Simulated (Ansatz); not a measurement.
The parent structure is WS$_{2}$ (space group P6_3/mmc, No. 194; a = 3.115 Å, c = 11.772 Å; layered, stacked along the Cartesian z axis). Axes: x lies along a and z along c of the hexagonal cell.

Calculations: Ansatz (an electronic-structure program) PBEsol-D3(BJ), no spin-orbit coupling.

Base values:

- Band gap = 0.65 eV
- Hole mass = 0.96 mₑ along c, 0.46 mₑ across (at Γ)

Now apply this change: uniaxial strain ε_xx = −3.00 %, all other strain components held at zero, atoms relaxed at fixed cell.

Q: Estimate the effect on the band gap, energy relative to the base and hole mass.

A: The band gap decreases by 0.03 eV to 0.62 eV; the energy goes up by 14 meV/atom; the hole mass changes from 0.96 mₑ along c, 0.46 mₑ across (at Γ) to 0.64 mₑ along x, 0.43 mₑ along y, 0.86 mₑ along z (at Γ).

With W present, leaving out spin-orbit coupling can change the band edges. Effective masses come from finite differences of ±0.01 Å⁻¹. Whether these cells are dynamically stable was not tested.
